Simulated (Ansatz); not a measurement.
# Fermi-surface data of Ru under load (space group P6_3/mmc)

```yaml
crystal:
  lattice:
    - [2.76870, 0.00000, 0.00000]
    - [-1.38435, 2.39777, 0.00000]
    - [0.00000, 0.00000, 4.25536]
  atoms:
    - { symbol: Ru, position: [0.33333, 0.66667, 0.25000] }
    - { symbol: Ru, position: [0.66667, 0.33333, 0.75000] }
```

Method: PBEsol with spin-orbit coupling, rigid bands (plane waves, PAW; Ansatz, an electronic-structure program). Condition of this run: biaxial strain xx = yy = +3 %, z clamped with spin-orbit coupling. Cell: cell and atoms relaxed with PBEsol, then loaded as said.

| Property | Result |
|---|---|
| density of states at the Fermi level | 1.70 states/(eV·cell), both spins |
| bare Sommerfeld coefficient | 2.0 mJ/(mol of atoms·K²) |
| Drude plasma energy | 7.8 (x), 7.8 (y), 9.0 (z) eV |
| root-mean-square Fermi velocity | 6.6e5 m/s |
| resistivity times τ | 8.0 (x), 8.0 (y), 6.1 (z) ×10⁻²² Ω·m·s |

A metal at this level (no band gap); rigid bands, thermally averaged at 300 K, both spins. τ is one relaxation time for all states.
